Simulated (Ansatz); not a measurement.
Results of r²SCAN0 in Ansatz (plane waves, PAW) for CuI (P4/nmm, No. 129, 4 atoms in the cell; start mp-22863; a measured phase of this formula has another space group).

Settings: plane-wave cutoff 520 eV, 6×6×4 k mesh (along the axes of the cell as run), Fermi–Dirac smearing 0.01 eV, no spin polarisation, scalar-relativistic PAW data made under PBE.

Cell (relaxed at this level):

CuI is taken in the tetragonal space group P4/nmm, origin choice 1 (No. 129), Pearson symbol tP4. Lattice parameters: a = 4.171 Å, b = 4.171 Å, c = 6.560 Å, α = 90.00°, β = 90.00°, γ = 90.00°. Cu on 2a is coordinated by 4 I at 2.659 Å (tetrahedral). I on 2c is surrounded by 4 Cu at 2.659 Å. (Neighbours: up to the widest gap in distance over summed covalent radii, below 1.35, at either atom; cation-cation and far metal-metal contacts left out.)

Question: What does this level give for the band gap?

Answer: 
* **band gap**: 3.95 eV (on the SCF k mesh)

Note: the relaxation could not lower the start's symmetry, so the cell can be a saddle point above a distorted one; the cell has widely spaced layers and the level no dispersion term, so their spacing and the moduli can rest on weak binding.

Spin–orbit coupling is not included; with these elements it can move the gap by several tenths of an eV or more.

The computed numbers hold no vibrational or temperature effects.

Computing time: around 80 core-minutes (rough).

A start named mp-… is a Materials Project structure, which need not be a measured phase.

Ansatz is a first-principles code.
